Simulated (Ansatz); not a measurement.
Mo2B2Si (model structure, started from the Ti2InB2 type, P-6m2, No. 187, 5 atoms in the cell), treated with r²SCAN in Ansatz (PAW).

The input as run:

Ansatz 0.2 input:
```yaml
crystal:
  lattice:
    - [3.1457608084, 0.0, 0.0]
    - [-1.5728804042, 2.7243087743, 0.0]
    - [0.0, 0.0, 6.6127833046]
  atoms:
    - { symbol: Mo, position: [0.3333333333, 0.6666666667, 0.7284886593] }
    - { symbol: Mo, position: [0.3333333333, 0.6666666667, 0.2715113407] }
    - { symbol: Si, position: [0.0, 0.0, 0.0] }
    - { symbol: B, position: [0.0, 0.0, 0.5] }
    - { symbol: B, position: [0.6666666667, 0.3333333333, 0.5] }
basis:
  ecutwfc: 560
  ecutrho_ratio: 4
  xc_grid: 3
kpoints:
  mp_grid: { grid: [24, 24, 8] }
hamiltonian:
  xc: r2scan
  dispersion: none
  pseudopotentials: { kind: paw }
scf:
  occupations: { method: fermi_dirac, width: 0.05 }
output:
  forces: true
  stress: true
  eigenvalues: true
relax:
  f_tol: 0.004
  escape_saddle: false
  max_steps: 80
  cell: { stress_tol: 0.02, fix: [volume] }
```

Output (set-up and result lines):

```
Relaxation: its limit of steps is 80 (relax.max_steps)
Crystal: 5 atoms, lattice volume = 56.672 Å³
Basis set: ecut = 560 eV, 1705 PW (Γ), exchange–correlation on 75×75×162 points (27 copies of the dense FFT grid, shifted against one another)
Bands: 24, of which v1, the nominal top of the filled ones, is band 19 counted from 1 (18 counted from 0)
Symmetry: 12 space group operations
Space group: P-6m2 (ITA 187), of the structure as read, at distance tolerance 3.8e-5 Å
k-points: 305 of 4608 (time reversal used)
Functional: x = r2scan, c = r2scan; τ floored in thin density (d = 2e-4 eV/Å³)
SCF iter   1: F=—  HF=-10889.244868 eV  |F-HF|=—  |Δ(HF+E_count)|=         —  Δρ=9.33e-3  dr2=3.63e-2  dr2_τ=2.73e-1
SCF iter   2: F=—  HF=-10889.308716 eV  |F-HF|=—  |Δ(HF+E_count)|=   6.38e-2  Δρ=6.01e-3  dr2=1.38e-2  dr2_τ=4.35e-4
  ...
SCF 1 converged in 7 iterations: F = -10889.309386 eV  dr2 = 2.55e-8
Crystal: 5 atoms, lattice volume = 56.672 Å³
Initial density: handed on by an earlier stage of this run
SCF 2 converged in 5 iterations: F = -10889.309685 eV  dr2 = 1.54e-7
Crystal: 5 atoms, lattice volume = 56.672 Å³
SCF 3 converged in 4 iterations: F = -10889.309782 eV  dr2 = 4.27e-8
Crystal: 5 atoms, lattice volume = 56.672 Å³
SCF 4 converged in 5 iterations: F = -10889.309784 eV  dr2 = 2.63e-10
Crystal: 5 atoms, lattice volume = 56.672 Å³
SCF iter   3: F=—  HF=-10889.309784 eV  |F-HF|=—  |Δ(HF+E_count)|=  9.64e-11  Δρ=2.40e-7  dr2=3.44e-11  dr2_τ=1.56e-11
SCF iter   4: F=-10889.309784 eV  HF=-10889.309784 eV  |F-HF|=1.09e-11  |Δ(HF+E_count)|=  2.18e-11  Δρ=1.02e-7  dr2=3.65e-12  dr2_τ=2.83e-12
SCF 5 converged in 4 iterations: F = -10889.309784 eV  dr2 = 3.65e-12
SCF converged after 4 iterations
Free energy (F): -10889.309784 eV
Internal energy: -10889.294491 eV  (E = F + TS)
E sigma→0 (E₀):  -10889.302137 eV
Fermi energy:    17.375438 eV
--- Forces (eV/Å), atoms counted from 1 ---
  atom   1  Mo     0.00000000    -0.00000000    -0.00072660
  atom   2  Mo     0.00000000    -0.00000000     0.00072660
  atom   3  Si     0.00000000     0.00000000     0.00000000
  atom   4  B      0.00000000     0.00000000     0.00000000
  atom   5  B      0.00000000    -0.00000000    -0.00000000
--- Stress (GPa, compression-positive) ---
       -5.040154       0.000000      -0.000000
        0.000000      -5.040154      -0.000000
       -0.000000      -0.000000      -5.039769
  P = ⅓ Tr σ = -5.0400 GPa (-50.400 kbar)
```

The cell is one volume of an energy–volume scan, off the minimum.

The PAW data were made under PBE.

Note: the run has no spin polarisation, so it can have missed a magnetic state. Note: the relaxation could raise the start's symmetry but not lower it, so the cell can be a saddle point.

A model structure was made by putting elements into a prototype or built by hand; it is no filed structure, need not be a known phase, and can be a saddle point held by its symmetry.

Ansatz is a first-principles code.
